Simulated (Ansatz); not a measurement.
Consider Be in the hcp (Mg type) structure (space group P6_3/mmc, No. 194; a = 2.2631 Å, c = 3.5631 Å). Axes: x lies along a and z along c of the hexagonal cell.

Calculations: r2SCAN (Ansatz, a quantum-chemistry and plane-wave program; PAW; 500 eV plane waves; scalar-relativistic without spin-orbit coupling), earlier PAW set.

Base values:

The shortest interatomic distance comes out as 2.209 Å.

One thing is altered: a free-standing slab of 7 layers (7 atoms, 1 a layer) is cut normal to the z axis, with 15 Å of vacuum and the in-plane cell held at bulk.

**Question.** How does this affect the excess energy per area of both faces?

**Answer.** The excess energy per area of both faces (slab less bulk energy over the cell's area: twice a surface energy) is 3.7 J/m² (uncertain by up to 0.3 J/m²).

**Question.** What happens to the change of the spacing d23 from its bulk value of 1.782 Å?

**Answer.** The change of the spacing d23 from its bulk value of 1.782 Å is +1.4 %.

**Question.** Estimate the effect on the shortest interatomic distance.

**Answer.** The shortest interatomic distance grows by 0.014 Å to 2.223 Å.

**Question.** Estimate the effect on the change of the spacing d12 from its bulk value of 1.782 Å.

**Answer.** The change of the spacing d12 from its bulk value of 1.782 Å is +3.0 %.

Slab and bulk use different k-meshes, which limits the precision of the excess energy. No phonon test of stability was made.
